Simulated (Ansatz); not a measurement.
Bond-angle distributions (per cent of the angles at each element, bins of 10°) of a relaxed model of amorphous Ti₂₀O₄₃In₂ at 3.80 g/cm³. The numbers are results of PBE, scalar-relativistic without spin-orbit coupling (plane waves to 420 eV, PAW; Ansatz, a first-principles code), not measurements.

Preparation: random packing, a CHGNet melt and quench, and a DFT relaxation. O atoms were pushed apart under 1.9 Å during the dynamics, to hinder bonds among them. The hot cell started wider than the set density and was brought back towards it in steps. It is the lowest in DFT energy of 2 quenches. It is a model cell: composition and starting density were chosen by hand, and all elements were melted together. No dispersion term was used. Its density started from a set value of 3.87 and ended at 3.80 g/cm³. The simulated quench (nominally 360 K/ps over its main leg) is rapid and tends to freeze in more defects than a deposited or slowly cooled glass has. Values belong to this one cell and scatter from quench to quench. Volume and shape were free in the relaxation. On a 2×2×2 Γ-centred mesh force components of up to 0.17 eV/Å stay, since the relaxation ran on the zone centre alone.

Cut-offs for bonds: Ti-Ti 3.12 Å, Ti-O 2.50 Å, Ti-In 3.12 Å, O-O 1.58 Å, O-In 2.50 Å, In-In 3.12 Å. Two cations that share two anions don't count as bonded, nor two that share one unless they lie closer than Ti-Ti 3.04 Å, Ti-In 3.04 Å, In-In 3.04 Å.

| angle (°) | at Ti | at O |
|---|---|---|
| 50-60 | 0 | 0 |
| 60-70 | 0 | 0 |
| 70-80 | 15 | 0 |
| 80-90 | 21 | 4 |
| 90-100 | 19 | 20 |
| 100-110 | 18 | 19 |
| 110-120 | 6 | 15 |
| 120-130 | 3 | 13 |
| 130-140 | 3 | 12 |
| 140-150 | 5 | 12 |
| 150-160 | 3 | 4 |
| 160-170 | 5 | 0 |
| 170-180 | 2 | 1 |

They go with these counts of neighbours within the cut-offs, cation contacts included: Ti mean 5.3, most often 5; O mean 2.7, most often 3.
